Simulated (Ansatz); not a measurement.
The parent structure is Al in the fcc (Cu type) structure (space group Fm-3m, No. 225; a = 3.994 Å; relaxed with 0.1 eV smearing).

Level of theory: Ansatz (a first-principles code), r2SCAN, PAW, cutoff 500 eV, spin-orbit coupling left out.

Strains are applied to the cell and any free atomic positions relax.

One change was made to it. Results:

The pressure goes from zero to 4.6 GPa; the energy goes up by 9.8 meV/atom.

### Question
Name the change that was made.
A) isotropic strain −1.50 %
B) isotropic strain −2.50 %
C) isotropic strain −1.00 %
D) isotropic strain −2.00 %

### Answer
A, isotropic strain −1.50 %. For comparison, the energy relative to the base in the other runs: isotropic strain −2.00 % gives +18 meV/atom; isotropic strain −1.00 % gives +4.3 meV/atom; isotropic strain −2.50 % gives +28 meV/atom.

Stability against distortions was not tested.
